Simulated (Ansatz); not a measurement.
BaTiO3 under a change: biaxial strain +0.40 %, plane normal [001], relaxed out of plane

Consider BaTiO3 (space group R3m, No. 160; a = 5.680 Å, c = 6.995 Å (hexagonal axes)). Axes: x lies along a and z along c of the hexagonal cell.

Now apply this change: biaxial strain +0.40 %, plane normal [001], relaxed out of plane (Cartesian); in-plane vectors clamped, the third vector and the atoms free.

Calculations: DFT with r2SCAN, PAW potentials and a 500 eV plane-wave cutoff in Ansatz (an electronic-structure program), scalar-relativistic without spin-orbit coupling, earlier PAW set. k-mesh 8×8×8 (Γ-centred); smearing 0.05 eV (Fermi–Dirac).

```json
[
 {"quantity": "space group", "base": "R3m (No. 160)", "changed": "R3m (No. 160)", "shift": "–"},
 {"quantity": "shortest interatomic distance", "base": "1.872 Å", "changed": "1.871 Å", "shift": "-0.001 Å"},
 {"quantity": "energy relative to the base (free energy F)", "base": "0 meV/atom", "changed": "+0.4 meV/atom", "shift": "+0.4 meV/atom"},
 {"quantity": "pressure (mean of the normal stresses, compression positive)", "base": "0.00 GPa", "changed": "-0.84 GPa", "shift": "-0.84 GPa"},
 {"quantity": "band gap", "base": "2.87 eV", "changed": "2.89 eV", "shift": "+0.02 eV"},
 {"quantity": "gap character", "base": "indirect, T → Γ", "changed": "indirect, T → Γ", "shift": "–"},
 {"quantity": "smallest direct gap", "base": "3.24 eV", "changed": "3.28 eV", "shift": "+0.04 eV"},
 {"quantity": "out-of-plane strain", "base": "–", "changed": "-0.11 %", "shift": "–"},
 {"quantity": "mean in-plane stress (compression positive)", "base": "–", "changed": "-1.3 GPa", "shift": "–"}
]
```

Final structure (turned so that z lies along the plane normal):

```xyz
5
Lattice="5.7029 0.0000 0.0000 2.8515 4.9389 0.0000 2.8515 -1.6463 2.3290" Properties=species:S:1:pos:R:3 pbc="T T T"
Ba     5.7029     0.0000     0.0108
Ti     8.5544     1.6463     1.2716
O      8.5544     3.2579     2.2223
O      7.1587     0.8405     2.2223
O      4.2471     0.8405     2.2223
```

No phonon test of stability was made. All final runs are without spin polarisation. This is not the structure that BaTiO3 has at room temperature and ambient pressure.
